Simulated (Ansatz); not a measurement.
Worked example: self-consistent single point of TlIO3 (R3m, 5 atoms in the cell) in Ansatz (a quantum-chemistry and plane-wave program).

Method: PBEsol, default PAW files made with PBE (plane waves; Ansatz).

```
CELL_PARAMETERS angstrom
      3.16025     1.82457     2.66340
     -3.16025     1.82457     2.66340
      0.00000    -3.64914     2.66340
ATOMIC_POSITIONS crystal
  Tl 0.01501 0.01501 0.01501
  I  0.50186 0.50186 0.50186
  O  0.90328 0.46189 0.46189
  O  0.46189 0.90328 0.46189
  O  0.46189 0.46189 0.90328
```

Reference input (self-consistent single point, DFT, PBEsol, plane waves, default PAW files made with PBE): basis.ecutwfc = 420 eV; kpoints.mp_grid.grid = 6 6 6; hamiltonian.xc = pbesol; hamiltonian.pseudopotentials = {kind: paw} (the program's default PAW files); scf.occupations.method = fermi_dirac; scf.occupations.width = 0.02 eV. This run's input differs from it in these lines:

Ansatz 0.2 input:
```diff
@@ -14,3 +14,3 @@
 kpoints:
-  mp_grid: { grid: [6, 6, 6] }
+  mp_grid: { grid: [13, 13, 13] }
 hamiltonian:
```

The program printed (abridged):

```
SCF iter   1: F=—  HF=-20405.643349 eV  |F-HF|=—  |Δ(HF+E_count)|=         —  Δρ=1.47e-2  dr2=1.80e-1  ethr=1.77e-3  ⟨swp⟩=8.0  Hψ=36012  notcnv=0
all-band conjugate gradients solve this SCF's bands
preconditioner: auto → Resta (q_TF=auto, 2.447 Å⁻¹)
SCF iter   2: F=—  HF=-20405.599847 eV  |F-HF|=—  |Δ(HF+E_count)|=   4.35e-2  Δρ=3.64e-3  dr2=7.32e-3  ethr=3.76e-4  ⟨swp⟩=3.0  Hψ=13962  notcnv=0  defer=231
   [... lines left out ...]
SCF iter   4: F=—  HF=-20405.598500 eV  |F-HF|=—  |Δ(HF+E_count)|=   3.53e-5  Δρ=2.56e-4  dr2=8.20e-5  ethr=3.03e-6  ⟨swp⟩=2.3  Hψ=11652  notcnv=0  defer=231
SCF iter   5: F=—  HF=-20405.598484 eV  |F-HF|=—  |Δ(HF+E_count)|=   1.63e-5  Δρ=5.91e-5  dr2=4.76e-6  ethr=1.71e-7  ⟨swp⟩=2.1  Hψ=9701  notcnv=0  defer=231
SCF iter   6: F=—  HF=-20405.598485 eV  |F-HF|=—  |Δ(HF+E_count)|=   1.63e-6  Δρ=1.85e-5  dr2=3.10e-7  ethr=9.91e-9  ⟨swp⟩=2.0  Hψ=12088  notcnv=0  defer=231
SCF iter   7: F=-20405.598486 eV  HF=-20405.598485 eV  |F-HF|=2.20e-8  |Δ(HF+E_count)|=   2.69e-7  Δρ=4.87e-6  dr2=2.51e-8  ethr=2.08e-10  ⟨swp⟩=11.2  Hψ=30942  notcnv=0
SCF 1 converged in 7 iterations: F = -20405.598486 eV  dr2 = 2.51e-8
Free energy (F): -20405.598486 eV
Internal energy: -20405.598486 eV  (E = F + TS)
E sigma→0 (E₀):  -20405.598486 eV
Fermi energy:    7.285652 eV
--- Forces (eV/Å), atoms counted from 1 ---
  atom   1  Tl     0.00000000    -0.00000000     0.00440934
  atom   2  I      0.00000000     0.00000004    -0.34916431
  atom   3  O      0.29127672     0.16816868     0.11492243
  atom   4  O     -0.29127672     0.16816868     0.11492243
  atom   5  O     -0.00000000    -0.33633740     0.11492237
--- Stress (GPa, compression-positive) ---
        0.014161      -0.000000       0.000000
       -0.000000       0.014161       0.000000
        0.000000       0.000000      -0.274713
  P = ⅓ Tr σ = -0.0821 GPa (-0.821 kbar)
  The stress holds the Pulay correction. Without it, at fixed plane waves, as pw.x and ABINIT print it: P = -0.5186 GPa
```

The run converged in 7 iterations. Against the reference run the free energy stays essentially unchanged (within 1 meV/atom), the pressure stays at -0.08 GPa, the largest force moves little (0.354 to 0.355 eV/Å) and the gap on the mesh goes from 2.696 to 2.755 eV.

The starting cell comes from a database of computed structures (which also holds hypothetical and non-ambient phases and stackings), without a prior relaxation at this level. Its lattice was rescaled by up to half a per cent. One atom was moved a little off its site on purpose. Spin-orbit coupling is off. Ansatz's pressure includes its estimate of the finite-basis (Pulay) stress. Another mesh or the band path of this cell gives a smaller gap, so this value is not converged in the mesh.

Cost on one core of a shared machine: roughly 40 s.
